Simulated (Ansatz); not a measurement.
System: NH₄I (P4/nmm, No. 129; cell taken from a computed entry). Method: r²SCAN+rVV10 (Ansatz, a program for electronic structure, plane waves, PAW).

Settings: plane-wave cutoff 500 eV, 8×8×10 k mesh (along the axes of the cell as run), Fermi–Dirac smearing 0.05 eV, scalar-relativistic PAW data made under PBE.

Computed at the level's own relaxed cell.

Task: What does this level give for the equilibrium volume per atom, equilibrium lattice constant a, c axis length and band gap?

Result: 
- equilibrium volume per atom: 13.25 Å³/atom
- equilibrium lattice constant a: 6.067 Å
- c axis length: 4.319 Å
- band gap: 4.16 eV (on the SCF k mesh)

Note: the relaxation could not lower the start's symmetry, so the cell can be a saddle point above a distorted one.

Spin–orbit coupling is not included.

The computed numbers hold no vibrational or temperature effects.
